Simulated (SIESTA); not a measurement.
A self-consistent single point of K2S (Fm-3m, 3 atoms in the cell) with SIESTA.

Method of the run: GGA PBE, numerical atomic orbitals TZP, PseudoDojo PBE standard norm-conserving potentials (rewritten from UPF to PSML) run with SIESTA 5.4.2.

The change in words: lattice scaled by 0.98. Reference geometry:
```xyz
3
Lattice="0.0000 3.6765 3.6765 3.6765 0.0000 3.6765 3.6765 3.6765 0.0000" Properties=species:S:1:pos:R:3 pbc="T T T"
K      5.5148     5.5148     5.5148
K      1.8383     1.8383     1.8383
S      0.0000     0.0000     0.0000
```

Reference input (self-consistent single point, DFT, GGA PBE, numerical atomic orbitals TZP, PseudoDojo PBE standard norm-conserving potentials (rewritten from UPF to PSML)): XC.functional = GGA; XC.authors = PBE; potentials = PseudoDojo PBE standard; PAO.BasisSize = TZP; PAO.EnergyShift = 0.01 Ry; MeshCutoff = 300 Ry; kgrid.MonkhorstPack = 4 4 4; OccupationFunction = FD; ElectronicTemperature = 10 meV; MaxSCFIterations = 150; SCF.Mixer.Method = Pulay; SCF.Mixer.Weight = 0.25. This run's input differs from it in these lines:

```diff
@@ -12,5 +12,5 @@
 %block LatticeVectors
-     0.000000000    3.676543000    3.676543000
-     3.676543000    0.000000000    3.676543000
-     3.676543000    3.676543000    0.000000000
+     0.000000000    3.603012000    3.603012000
+     3.603012000    0.000000000    3.603012000
+     3.603012000    3.603012000    0.000000000
 %endblock LatticeVectors
```

Log, with long lists cut:

```
        iscf     Eharris(eV)        E_KS(eV)     FreeEng(eV)     dDmax    Ef(eV) dHmax(eV)
   scf:    1    -1930.088591    -1934.683379    -1934.683379  0.978850 -4.798258  5.913015
   scf:    2    -1936.744286    -1935.847776    -1935.847776  0.125265 -5.541674  2.373983
   scf:    3    -1936.218449    -1936.116780    -1936.116780  0.078949 -4.188734  0.444120
   scf:    4    -1936.106865    -1936.117879    -1936.117879  0.096664 -4.543134  0.487544
   scf:    5    -1936.128811    -1936.123896    -1936.123896  0.006097 -4.552773  0.263132
   scf:    6    -1936.127584    -1936.126294    -1936.126294  0.012583 -4.554247  0.035385
   scf:    7    -1936.126355    -1936.126328    -1936.126328  0.001445 -4.548071  0.015431
   scf:    8    -1936.126341    -1936.126337    -1936.126337  0.000912 -4.550289  0.000180
   scf:    9    -1936.126337    -1936.126337    -1936.126337  0.000003 -4.550299  0.000134
SCF Convergence by DM+H criterion
max |DM_out - DM_in|         :     0.0000028607
max |H_out - H_in|      (eV) :     0.0001339572
SCF cycle converged after 9 iterations

Using DM_out to compute the final energy and forces

siesta: E_KS(eV) =            -1936.1263

siesta: E_KS - E_eggbox =     -1936.1263

siesta: Atomic forces (eV/Ang):
     1   -0.000013   -0.000013   -0.000013
     2    0.000013    0.000013    0.000013
     3    0.000000    0.000000    0.000000
   Tot    0.000000   -0.000000    0.000000
   Max    0.000013
   Res    0.000011    sqrt( Sum f_i^2 / 3N )
   Max    0.000013    constrained

Stress tensor Voigt[x,y,z,yz,xz,xy] (kbar):      -26.27      -26.27      -26.27       -0.00       -0.00       -0.00
(Free)E + p*V (eV/cell)    -1934.5923
Target enthalpy (eV/cell)    -1936.1263

   [... lines left out ...]
siesta: FreeEng =     -1936.126337
siesta: Cell volume =         93.546409 Ang**3
siesta:          26.27360836         26.27440604  kBar
   [... lines left out ...]
               3Pdx2-y2
   3  6.667   1.682   0.036   0.025   1.835   1.835   1.835  -0.245  -0.245
             -0.245   0.045   0.045   0.045   0.006   0.006   0.000   0.006

              0.000

mulliken: Qtot =       24.000

Mulliken Atomic Populations:
Atom #   charge [q] valence [e]  Species
     1     0.333271    8.666729  K
     2     0.333271    8.666729  K
     3    -0.666542    6.666542  S
 Total    -0.000000
```

The run converged in 9 iterations. Against the reference run the free energy goes up by 21.1 meV/atom, the pressure goes from 0.89 to 2.63 GPa and the gap on the mesh goes from 2.167 to 2.344 eV.

The starting cell comes from a database of computed structures (which also holds hypothetical and non-ambient phases and stackings), without a prior relaxation at this level. Its lattice was rescaled by a random factor within 2.5 % of one. For this run, on top of that: lattice scaled by 0.98. Values carry the incompleteness of an atom-centred basis. The basis of the alkali or alkaline-earth atoms may lack their empty d shell, which can raise the gap.
